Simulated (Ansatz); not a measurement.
Input:

End structure of the (331) surface of fcc Rh in its 1x1 cell, outermost plane spacing 0.88 Å in the ideal cut:

```
CELL_PARAMETERS angstrom
      2.70822     0.00000     0.00000
      1.35411     5.90243     0.00000
      0.00000     0.00000    26.00000
ATOMIC_POSITIONS crystal
  Rh 0.68759 0.62499 0.31918
  Rh 0.36745 0.26531 0.34997
  Rh 0.04980 0.90076 0.37997
  Rh 0.73687 0.52627 0.41652
  Rh 0.42398 0.15210 0.44985
  Rh 0.10619 0.78756 0.48343
  Rh 0.78855 0.42297 0.51657
  Rh 0.47075 0.05842 0.55015
  Rh 0.15787 0.68425 0.58348
  Rh 0.84494 0.30976 0.62003
  Rh 0.52729 0.94522 0.65003
  Rh 0.20714 0.58553 0.68082
```

Model: 12-atom slab, 9.7 Å thick at the start (thin: gaps and levels are the slab's own), 14x7x1 mesh, Fermi-Dirac 0.1 eV, dipole correction, single point; on the structure that PBE left under its start's symmetry; no spin, no spin-orbit, no U.

### Question
Give the surface energy (mean of both faces) at the level r2SCAN, at the PBE geometry run with Ansatz (an electronic-structure program).

### Answer
2.54 J/m^2

### Question
What is the computed work function of the top face (r2SCAN, at the PBE geometry)?

### Answer
4.71 eV
